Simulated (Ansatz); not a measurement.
## What pressure −2 GPa does to Bi2SiO5

The reference is Bi2SiO5 (space group Cmc2_1, No. 36; a = 15.1689 Å, b = 5.4807 Å, c = 5.3272 Å; a cell from a computed database, its experimental status unchecked).

One thing is altered: hydrostatic tension (pressure −2 GPa).

Method: Ansatz (a first-principles code), PBEsol, PAW, cutoff 420 eV, spin-orbit coupling left out. Settings: 5×5×5 k-points, 0.05 eV Fermi–Dirac smearing.

| quantity | base | changed | shift |
|---|---|---|---|
| shortest interatomic distance | 3.054 bohr | 3.064 bohr | +0.010 bohr |
| band gap | 2.70 eV | 2.70 eV | 0.00 eV |
| width of the top valence band | 0.53 eV | 0.49 eV | -0.04 eV |
| valence-band top at Γ (three highest levels, from the VBM) | 0.00, -0.47, -0.60 eV | 0.00, -0.52, -0.56 eV | – |
| valley order (the lowest conduction-band minima on the path, energy above the VBM, named in the base's zone) | Y (1/2, 1/2, 0) 2.70 eV; Γ 2.73 eV; S (0, 1/2, 0) 3.74 eV; Z (0, 0, 1/2) 3.76 eV | Γ 2.70 eV; Y (1/2, 1/2, 0) 2.75 eV; S (0, 1/2, 0) 3.70 eV | – |

Final structure:

```
CELL_PARAMETERS angstrom
      7.67168    -2.76284     0.00000
      7.67168     2.76284     0.00000
      0.00000     0.00000     5.39015
ATOMIC_POSITIONS crystal
  Si 0.67706 0.32294 0.81036
  Si 0.32294 0.67706 0.31036
  Bi 0.61528 0.05220 0.23155
  Bi 0.38472 0.94780 0.73155
  Bi 0.94780 0.38472 0.23155
  Bi 0.05220 0.61528 0.73155
  O  0.26276 0.23729 0.00912
  O  0.73724 0.76271 0.50912
  O  0.76271 0.73724 0.00912
  O  0.23729 0.26276 0.50912
  O  0.73507 0.08327 0.82980
  O  0.26493 0.91673 0.32980
  O  0.91673 0.26493 0.82980
  O  0.08327 0.73507 0.32980
  O  0.47972 0.52028 0.04666
  O  0.52028 0.47972 0.54666
```

With Bi present, leaving out spin-orbit coupling can change the band edges. Load acts through the strain it causes; cell and atoms are relaxed under it. No phonon test of stability was made.
